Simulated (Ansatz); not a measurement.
# Short convergence ladders for TiRh3 (Pm-3m, 4 atoms in the cell)

```
TiRh3
1.0
    3.80684     0.00000     0.00000
    0.00000     3.80684     0.00000
    0.00000     0.00000     3.80684
Ti Rh
1 3
Direct
  0.00000   0.00000   0.00000
  0.50000   0.50000   0.00000
  0.00000   0.50000   0.50000
  0.50000   0.00000   0.50000
```

Base method: LDA (PW92), default PAW files made with PBE (plane waves; Ansatz, a first-principles code).

Base settings: basis.ecutwfc = 420 eV; kpoints.mp_grid.grid = 9 9 9; hamiltonian.xc = lda; hamiltonian.pseudopotentials = {kind: paw} (the program's default PAW files); scf.occupations.method = fermi_dirac; scf.occupations.width = 0.1 eV.

Core times come from one kind of shared machine, to one figure; runs under 30 s give none.

**Zone-centre phonons against the cutoff**

In this ladder: phonons.method = dfpt.

The mesh stays at the base's, so the ladder's end is converged at best in this setting alone.

Frequencies are those of the unrelaxed cell, without the LO-TO term of polar crystals.

Only quantities that move along the ladder and can be compared are tabulated.

| basis.ecutwfc | highest zone-centre frequency (cm⁻¹) | lowest optical frequency (cm⁻¹) | core time / last (rough) |
|---|---|---|---|
| 210 eV | 56.2 | 48.2 | 0.3 |
| 250 eV | 251.7 | 177.2 | 0.4 |
| 295 eV | 227.0 | 172.7 | 0.4 |
| 355 eV | 212.8 | 164.4 | 0.5 |
| 420 eV | 212.9 | 164.6 | 0.6 |
| 505 eV | 212.8 | 164.6 | 0.8 |
| 630 eV | 212.8 | 164.6 | 1 |

Coarsest basis.ecutwfc that holds the lowest optical frequency within 10 cm⁻¹ of the last step, with all finer ones: 295 eV, at about 0.4 of the last step's time; the step before is off by 13 cm⁻¹.

Coarsest basis.ecutwfc that holds the highest zone-centre frequency within 1 cm⁻¹ of the last step, with all finer ones: 355 eV; the step before is off by 14 cm⁻¹.

**Zone-centre phonons against the mesh**

In this ladder: phonons.method = dfpt.

Frequencies are those of the unrelaxed cell, without the LO-TO term of polar crystals.

Only quantities that move along the ladder and can be compared are tabulated.

```csv
kpoints.mp_grid.grid,highest zone-centre frequency (cm⁻¹),lowest optical frequency (cm⁻¹),core time / last (rough)
3 3 3,235.5,164.5,–
4 4 4,217.6,158.7,–
5 5 5,214.7,168.2,–
6 6 6,213.2,166.1,0.05
7 7 7,210.7,160.8,0.06
8 8 8,213.0,164.8,0.08
10 10 10,212.8,163.9,0.2
13 13 13,212.2,163.6,0.4
16 16 16,212.6,163.9,1
```

Coarsest kpoints.mp_grid.grid that holds the highest zone-centre frequency within 1 cm⁻¹ of the last step, with all finer ones: 8 8 8, at about 0.08 of the last step's time; the step before is off by 1.9 cm⁻¹.

Coarsest kpoints.mp_grid.grid that holds the lowest optical frequency within 2 cm⁻¹ of the last step, with all finer ones: 8 8 8, at about 0.08 of the last step's time; the step before is off by 3.1 cm⁻¹.

On the base run: the starting cell comes from a database of computed structures (which also holds hypothetical and non-ambient phases and stackings), without a prior relaxation at this level. Its lattice was rescaled by up to half a per cent. Spin polarisation is off. In the base run, with a pressure of about -7 GPa the cell is away from its equilibrium volume at this level.

Left out of this page: 1 run of the series stopped by limits of time or memory.

Keys are those of Ansatz 0.2.
